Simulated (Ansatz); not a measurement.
Functionals compared on a constructed model of the (110) surface of bcc Fe, ferromagnetic, a pseudomorphic layer of V in the host's stacking (bottom of the slab: a bare face, its two planes held), in Ansatz (plane waves, PAW). The structure was relaxed with PBE; the other rows are single points on it. Cutoff 420 eV.

Model: 7-atom slab, 12.6 Å thick at the start, 16x16x1 mesh, Fermi-Dirac 0.1 eV, dipole correction, 2 atoms held, the rest relaxed; held to the start's symmetry, so lower structures may exist; spin-polarised, ending with about 13.3 μB a cell; orders that need a larger cell were not tried, no spin-orbit, no U. It is one candidate, not shown to be the stable structure of the face. These notes are the PBE run's.

```tsv
functional	work function of the top face (eV)	magnetic moment of the cell (μB)	rough cost of the single point
PBE	5.03	13.31	–
RPBE	?	13.50	roughly 6 core-minutes
```

Q: What belongs in the gaps?

A: 
- RPBE, work function of the top face (eV): 4.89

Ansatz is an electronic-structure program.
